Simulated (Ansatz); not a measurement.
BeS (model structure, started from the beta GaS type, P6₃/mmc, No. 194, 8 atoms in the cell) was calculated with PBEsol (PAW; Ansatz, a program for electronic structure).

Numerical settings: plane-wave cutoff 500 eV, 18×18×4 k mesh (along the axes of the cell as run), Fermi–Dirac smearing 0.05 eV, scalar-relativistic PAW data made under PBE.

Cell (relaxed at this level):

```cif
data_Be4S4
_chemical_formula_sum 'Be4 S4'
_space_group_name_H-M_alt 'P 1'
_space_group_IT_number 1
_cell_length_a 3.44536
_cell_length_b 3.44536
_cell_length_c 13.90309
_cell_angle_alpha 90.000
_cell_angle_beta 90.000
_cell_angle_gamma 120.000
loop_
_space_group_symop_operation_xyz
  'x, y, z'
loop_
_atom_site_label
_atom_site_type_symbol
_atom_site_fract_x
_atom_site_fract_y
_atom_site_fract_z
_atom_site_occupancy
Be1 Be 0.33333 0.66667 0.05627 1
Be2 Be 0.66667 0.33333 0.55627 1
Be3 Be 0.66667 0.33333 0.94373 1
Be4 Be 0.33333 0.66667 0.44373 1
S1 S 0.33333 0.66667 0.60064 1
S2 S 0.66667 0.33333 0.10064 1
S3 S 0.66667 0.33333 0.39936 1
S4 S 0.33333 0.66667 0.89936 1
```

Give the computed band gap.


- band gap: 3.51 eV (on the SCF k mesh)

Note: the relaxation could raise the start's symmetry but not lower it, so the cell can be a saddle point; the cell has widely spaced layers and the level no dispersion term, so their spacing and the moduli can rest on weak binding.

The computed numbers hold no vibrational or temperature effects.

Cost on a shared machine: roughly 10 core-minutes.

A model structure was made by putting elements into a prototype or built by hand; it is no filed structure, need not be a known phase, and can be a saddle point held by its symmetry.
